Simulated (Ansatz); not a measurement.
## How far to go with the plane-wave cutoff: SrCuTeF (P4mm, 8 atoms in the cell)

```yaml
crystal:
  lattice:
    - [4.26354, 0.00000, 0.00000]
    - [0.00000, 4.26354, 0.00000]
    - [0.00000, 0.00000, 9.19388]
  atoms:
    - { symbol: Sr, position: [0.00000, 0.50000, 0.85797] }
    - { symbol: Sr, position: [0.50000, 0.00000, 0.14747] }
    - { symbol: Cu, position: [0.50000, 0.50000, 0.50000] }
    - { symbol: Cu, position: [0.00000, 0.00000, 0.50000] }
    - { symbol: Te, position: [0.00000, 0.50000, 0.32626] }
    - { symbol: Te, position: [0.50000, 0.00000, 0.67374] }
    - { symbol: F, position: [0.50000, 0.50000, 0.00000] }
    - { symbol: F, position: [0.00000, 0.00000, 0.00000] }
```

Method: PBEsol, default PAW files made with PBE (plane waves; Ansatz, a program for electronic structure).

Base settings: basis.ecutwfc = 420 eV; kpoints.mp_grid.grid = 4 4 1; hamiltonian.xc = pbesol; hamiltonian.pseudopotentials = {kind: paw} (the program's default PAW files); scf.occupations.method = fermi_dirac; scf.occupations.width = 0.02 eV.

The second cell is the first with its lattice scaled by 0.98.

The mesh stays at the base's, so the ladder's end is converged at best in this setting alone.

The first pressure column holds Ansatz's estimate of the finite-basis (Pulay) stress, which hides part of the cutoff error; the other is without it.

Only quantities that move along the ladder and can be compared are tabulated; the gap is left out on so coarse a mesh.

The count of work is k-points × plane waves × bands × iterations; it is no time. 

The starting cell comes from a database of computed structures (which also holds hypothetical and non-ambient phases and stackings), without a prior relaxation at this level. Its lattice was rescaled by up to half a per cent. One atom was moved a little off its site on purpose.

| basis.ecutwfc | free energy less the last step's (meV/atom) | energy of the compressed cell less the first (meV/atom) | pressure (GPa) | pressure without the Pulay estimate (GPa) | largest difference of a force vector from the last step's (eV/Å) | count of work / last |
|---|---|---|---|---|---|---|
| 145 eV | 52197.50 | -745.26 | 0.13 | -1290.66 | 2.424 | 0.065 |
| 170 eV | 22076.97 | 592.42 | -2.76 | -639.43 | 1.024 | 0.079 |
| 190 eV | 11753.11 | -236.55 | -3.38 | -379.10 | 0.471 | 0.091 |
| 210 eV | 5931.22 | 51.54 | -2.60 | -215.08 | 0.074 | 0.093 |
| 230 eV | 3079.71 | -69.99 | -2.87 | -125.32 | 0.127 | 0.12 |
| 250 eV | 1534.34 | -64.76 | -2.19 | -71.02 | 0.073 | 0.12 |
| 295 eV | 291.67 | -10.34 | -2.51 | -19.16 | 0.073 | 0.16 |
| 335 eV | 62.67 | -6.69 | -2.61 | -6.78 | 0.025 | 0.19 |
| 380 eV | 11.43 | -5.92 | -2.60 | -3.41 | 0.004 | 0.23 |
| 420 eV | 2.97 | -5.67 | -2.59 | -2.77 | 0.001 | 0.27 |
| 460 eV | 1.23 | -5.73 | -2.59 | -2.64 | 0.001 | 0.31 |
| 505 eV | 0.78 | -5.74 | -2.59 | -2.61 | 0.000 | 0.35 |
| 565 eV | 0.56 | -5.75 | -2.59 | -2.60 | 0.000 | 0.42 |
| 630 eV | 0.43 | -5.76 | -2.60 | -2.60 | 0.000 | 0.50 |
| 735 eV | 0.34 | -5.77 | -2.60 | -2.60 | 0.000 | 0.62 |
| 840 eV | 0.16 | -5.78 | -2.60 | -2.61 | 0.000 | 0.76 |
| 1010 eV | 0.00 | -5.78 | -2.60 | -2.60 | 0.000 | 1.0 |

Coarsest basis.ecutwfc that holds the forces within 0.01 eV/Å of the last step, with all finer ones: 380 eV, at 0.23 of the last step's count of work; the step before is off by 0.025 eV/Å.

Coarsest basis.ecutwfc that holds the pressure within 0.1 GPa of the last step, with all finer ones: 295 eV, at 0.16 of the last step's count of work; the step before is off by 0.41 GPa.

Coarsest basis.ecutwfc that holds the free energy within 2 meV/atom of the last step, with all finer ones: 460 eV, at 0.31 of the last step's count of work; the step before is off by 3.0 meV/atom.

The energy difference between the two cells stays within 1 meV/atom of the last step's from 335 eV on, the total only from 505 eV on: much of the error is common to both cells and cancels.

At the lowest cutoff the pressure without the Pulay estimate lies 1290 GPa under the last step's, the usual sign of Pulay stress in an incomplete plane-wave basis.

Keys are those of Ansatz 0.2.
